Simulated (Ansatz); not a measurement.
Sc (model structure, started from the diamond type, Fd-3m, No. 227, 2 atoms in the cell) was calculated with PBEsol (PAW; Ansatz, a program for electronic structure).

Run with plane-wave cutoff 520 eV, 16×16×16 k mesh, Fermi–Dirac smearing 0.05 eV, scalar-relativistic PAW data made under PBE.

Cell (relaxed at this level):

Space group Fd-3m, origin choice 1 (No. 227); a = b = c = 6.2580 Å, α = β = γ = 90.00°

```
atom  site  symmetry       x       y       z
----  ----  --------  ------  ------  ------
Sc      8b      -43m  0.5000  0.5000  0.5000
```
(The calculation used a cell of 2 atoms; values per cell refer to that cell.)

Predict the bulk modulus B0.


bulk modulus B0: 16.1 GPa

The run finds no gap.

Note: the bulk modulus is −V dP/dV from two relaxed cells at ±2 % in volume; the relaxation could raise the start's symmetry but not lower it, so the cell can be a saddle point.

Computed values are for the static lattice.

A model structure was made by putting elements into a prototype or built by hand; it is no filed structure, need not be a known phase, and can be a saddle point held by its symmetry.
